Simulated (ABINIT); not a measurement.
Band structure of MgSe (F-43m, 2 atoms in the cell).

```yaml
crystal:
  lattice:
    - [0.00000, 2.96893, 2.96893]
    - [2.96893, 0.00000, 2.96893]
    - [2.96893, 2.96893, 0.00000]
  atoms:
    - { symbol: Mg, position: [0.00000, 0.00000, 0.00000] }
    - { symbol: Se, position: [0.25000, 0.25000, 0.25000] }
```

Computed with PBEsol, norm-conserving pseudopotentials (PseudoDojo nc-sr-04 PBEsol standard) (plane waves; ABINIT).

Settings: pseudos = [Mg.upf, Se.upf]; ecut = 43 Ha; occopt = 1; ngkpt = 7 7 7; nshiftk = 1; shiftk = 0 0 0; potentials = PseudoDojo nc-sr-04 PBEsol standard; kptopt = 1; nstep = 100; tolvrs1 = 1e-10; diemac = 6; ndtset = 2; getden2 = 1.

The starting cell comes from a database of computed structures (which also holds hypothetical and non-ambient phases and stackings), without a prior relaxation at this level.

Question: Predict the gap along the standard path and the places of the band edges.

Answer: The gap along the path is 2.51 eV, direct at Γ to within 0.01 eV.

Levels in eV from the top of the valence band on the SCF mesh, bands 10 to 17:
| point | 10 | 11 | 12 | 13 | 14 | 15 | 16 | 17 |
|---|---|---|---|---|---|---|---|---|
| Γ | -11.65 | 0.00 | 0.00 | 0.00 | 2.51 | 7.08 | 7.08 | 7.08 |
| X | -10.90 | -2.97 | -1.12 | -1.12 | 3.29 | 4.83 | 10.62 | 11.21 |
| W | -10.89 | -2.50 | -1.92 | -1.43 | 5.09 | 7.13 | 7.46 | 7.62 |
| K | -10.91 | -2.67 | -1.97 | -0.89 | 4.19 | 6.33 | 9.03 | 9.40 |
| L | -11.08 | -3.26 | -0.37 | -0.37 | 4.14 | 6.88 | 6.88 | 8.03 |
| U | -10.91 | -2.67 | -1.97 | -0.89 | 4.19 | 6.33 | 9.03 | 9.40 |
